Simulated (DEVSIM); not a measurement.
System: Ti/Al2O3/n-Si capacitor, at 250 K.

Layer 1 from the left is Al2O3, thickness (nm) 2.80. Layer 2 from the left is Si, thickness (nm) 390, Nd (cm⁻³) 1.1e17.

Metal gate on the left, work function 4.33 eV. Fixed charge at the semiconductor interface -1.2e10 cm⁻² (in units of +e); no interface traps.

The device is made up for the run: typed textbook-type constants, with dimensions and the other settings drawn at random. Values at 300 K; Nc and Nv go as T^1.5, mobilities as T to minus their exponent, the gap by Varshni's rule with the affinity fixed.

Al2O3: gap (eV) 6.8, affinity (eV) 1.35, permittivity 9. Si: gap (eV) 1.124, affinity (eV) 4.05, permittivity 11.7, Nc (cm⁻³) 2.86e19, Nv (cm⁻³) 3.1e19, Varshni α (eV/K) 0.000473, Varshni β (K) 636.

**Question.** Estimate by hand the flat-band voltage, the threshold voltage, and compare with a numerical solution.

**Answer.** 
- Flat-band voltage: C = 2.85 μF/cm², work-function difference 0.166 V; VFB = φms − qNf/C = 0.17 V; numerical 0.17 V.
- Threshold voltage: φF = 0.453 V, depletion charge √(4εqNφF) = 1.82e-7 C/cm²; VT = VFB − 2φF − Qd/C = -0.80 V; numerical -0.80 V.

Simulated with DEVSIM: 1D Poisson equation in equilibrium, Boltzmann statistics, complete ionisation; no quantum confinement or tunnelling. Metal contacts follow the ideal Schottky-Mott rule: no Fermi-level pinning, no interface dipoles.
